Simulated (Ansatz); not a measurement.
# A computed series for hypothetical zinc blende LiF: pressure series

Take LiF in the zinc blende structure (space group F-43m, No. 216; a = 4.3642 Å; a hypothetical phase, not in the database extracts checked) as the base.

Cell and atoms are relaxed at each pressure.

Method: Kohn–Sham DFT with the PBE functional, run in Ansatz (an electronic-structure program) with PAW and 420 eV plane waves, scalar-relativistic without spin-orbit coupling.

```csv
P (GPa),V (Å³/atom)
-2.00,10.836
-1.00,10.601
3.00,9.862
7.00,9.324
14.99,8.559
30.00,7.645
49.98,6.884
74.98,6.256
99.99,5.811
```

Problem. Fit a third-order Birch–Murnaghan equation of state.

Solution. Least squares on P(V) = (3B₀/2)[(V₀/V)^(7/3) − (V₀/V)^(5/3)]·[1 + (3/4)(B₀′ − 4)((V₀/V)^(2/3) − 1)] gives V₀ = 10.39 Å³/atom, B₀ = 52 GPa and B₀′ = 4.1.

Between the base and pressure 3 GPa the gap moves from 7.65 eV to 7.93 eV, a mean slope of 94 meV/GPa.

Load acts through the strain it causes; cell and atoms are relaxed under it. No phonon test of stability was made. No other phases were tried under pressure.
